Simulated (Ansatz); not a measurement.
We consider Tl3PSe4 (Pnma, No. 62; cell taken from a computed entry), described by LDA in Ansatz (PAW).

Settings: plane-wave cutoff 520 eV, 4×4×4 k mesh, Fermi–Dirac smearing 0.01 eV, scalar-relativistic PAW data made under PBE.

Cell (relaxed with PBEsol):

```
CELL_PARAMETERS angstrom
      8.99490     0.00000     0.00000
      0.00000    10.86951     0.00000
      0.00000     0.00000     9.26094
ATOMIC_POSITIONS crystal
  Tl 0.93819 0.54821 0.19283
  Tl 0.06181 0.45179 0.80717
  Tl 0.56181 0.45179 0.69283
  Tl 0.43819 0.54821 0.30717
  Tl 0.43819 0.95179 0.30717
  Tl 0.56181 0.04821 0.69283
  Tl 0.06181 0.04821 0.80717
  Tl 0.93819 0.95179 0.19283
  Tl 0.39082 0.25000 0.11347
  Tl 0.60918 0.75000 0.88653
  Tl 0.10918 0.75000 0.61347
  Tl 0.89082 0.25000 0.38653
  P  0.28064 0.25000 0.52913
  P  0.71936 0.75000 0.47087
  P  0.21936 0.75000 0.02913
  P  0.78064 0.25000 0.97087
  Se 0.84467 0.58259 0.53335
  Se 0.15533 0.41741 0.46665
  Se 0.65533 0.41741 0.03335
  Se 0.34467 0.58259 0.96665
  Se 0.34467 0.91741 0.96665
  Se 0.65533 0.08259 0.03335
  Se 0.15533 0.08259 0.46665
  Se 0.84467 0.91741 0.53335
  Se 0.69208 0.75000 0.23049
  Se 0.30792 0.25000 0.76951
  Se 0.80792 0.25000 0.73049
  Se 0.19208 0.75000 0.26951
  Se 0.99282 0.75000 0.93268
  Se 0.00718 0.25000 0.06732
  Se 0.50718 0.25000 0.43268
  Se 0.49282 0.75000 0.56732
```

**Question.** What does this level give for the band gap, smallest direct gap on the k points sampled and direct gap at Γ?

**Answer.** 
- band gap = 1.01 eV
- smallest direct gap on the k points sampled = 1.10 eV
- direct gap at Γ = 1.21 eV

Measured, for comparison: band gap 1.46 ± 0.1 eV (temperature not stated, the source names no phase, no zero-point or thermal correction, crystals; values from its Ref. 18; as tabulated in Spesyvykh et al. (2024), doi:10.15330/pcss.25.4.795-800).

Note: cell and atoms aren't relaxed at this level (largest force component 0.11 eV/Å, pressure -1.6 GPa); this cell isn't known to be the ambient phase, and symmetry holds it in the calculation.

Spin–orbit coupling is not included; with these elements it can move the gap by several tenths of an eV or more.

Ansatz is a program for electronic structure.
